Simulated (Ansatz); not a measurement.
Take Hf in the hcp (Mg type) structure (space group P6_3/mmc, No. 194; a = 3.1591 Å, c = 4.9999 Å) as the base.

Computed with Ansatz (a first-principles code), PBEsol, PAW, cutoff 420 eV, no SOC.

Base values:

The lattice parameter a is 3.159 Å and the c/a ratio is 1.583.

It is then changed as follows: a hydrostatic pressure of 18 GPa.

Task: Estimate the effect on the lattice parameter a and c/a ratio.

Result: The lattice parameter a shrinks by 0.140 Å to 3.019 Å; the c/a ratio goes up by 0.012, from 1.583 to 1.595.

Load acts through the strain it causes; cell and atoms are relaxed under it. Stability against distortions was not tested. No other phases were tried under pressure. The final runs are not spin-polarised.
